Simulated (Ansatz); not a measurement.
Worked calculations on one periodic cell of amorphous Zr$_{20}$O$_{41}$Na$_{2}$: Zr20O41Na2, 63 atoms, volume 813.3 Å³, made by a melt-quench on the CHGNet potential and relaxed with DFT. O atoms were pushed apart under 1.9 Å during the dynamics, to hinder bonds among them. It is a model cell: composition and starting density were chosen by hand, and all elements were melted together. Cycles of charging were run to anneal it. Computed with PBE, scalar-relativistic without spin-orbit coupling (plane waves to 420 eV, PAW; Ansatz, an electronic-structure program). Sampling: a 2×2×2 Γ-centred mesh; Fermi-Dirac width 0.02 eV; no spin polarisation. Its volume was held where the quench left it, its shape was free, and it stands at a mean pressure of -1.5 GPa with stress components up to 1.6 GPa; the relaxation ran on the zone centre alone. Its density went from a set 5.16 to 5.16 g/cm³. The cell is small and was quenched far faster than a real film, so it is one sample of the glass.

Four energies for an added electron at PBE on the zone centre alone (charged cells in a uniform background, spin-polarised): neutral at the neutral geometry -110011.699 eV; charged at the neutral geometry -109999.325 eV; charged and relaxed -109999.703 eV; neutral at the charged geometry -110011.074 eV.

**Question.** Find the two relaxation energies and their sum, the reorganisation energy.

**Answer.** On charging: -109999.325 − (-109999.703) = 0.378 eV. On discharging: -110011.074 − (-110011.699) = 0.625 eV. The sum is 1.003 eV. The carrier's level spreads over 10 of the 63 atoms' worth, so it counts as partly localised, most on one Zr atom with neighbours O 2.10 Å, O 2.11 Å, O 2.13 Å, O 2.16 Å, O 2.17 Å, O 2.24 Å, O 2.49 Å (neutral geometry). The values are uncorrected: the image energy of a point charge in this cell, 2.84 × 14.40 / (2 × 9.3) = 2.2 eV before screening, is screened by electrons alone at the fixed geometry and by ions too after relaxing, and the carrier can be spread before it relaxes, so each term can be off by up to that value times 1/ε∞, some tenths of an eV. PBE's self-interaction favours spread-out carriers, so a hybrid can localise more.

Four energies for a hole at PBE on the zone centre alone (charged cells in a uniform background, spin-polarised): neutral at the neutral geometry -110011.699 eV; charged at the neutral geometry -110020.595 eV; charged and relaxed -110020.699 eV; neutral at the charged geometry -110011.277 eV.

**Question.** Find the two relaxation energies and their sum, the reorganisation energy.

**Answer.** On charging: -110020.595 − (-110020.699) = 0.104 eV. On discharging: -110011.277 − (-110011.699) = 0.422 eV. The sum is 0.526 eV. The carrier's level spreads over 6 of the 63 atoms' worth, so it counts as partly localised, most on one O atom with neighbours Zr 1.97 Å, Zr 2.07 Å, Zr 2.59 Å (neutral geometry). The values are uncorrected: the image energy of a point charge in this cell, 2.84 × 14.40 / (2 × 9.3) = 2.2 eV before screening, is screened by electrons alone at the fixed geometry and by ions too after relaxing, and the carrier can be spread before it relaxes, so each term can be off by up to that value times 1/ε∞, some tenths of an eV. PBE's self-interaction favours spread-out carriers, so a hybrid can localise more.
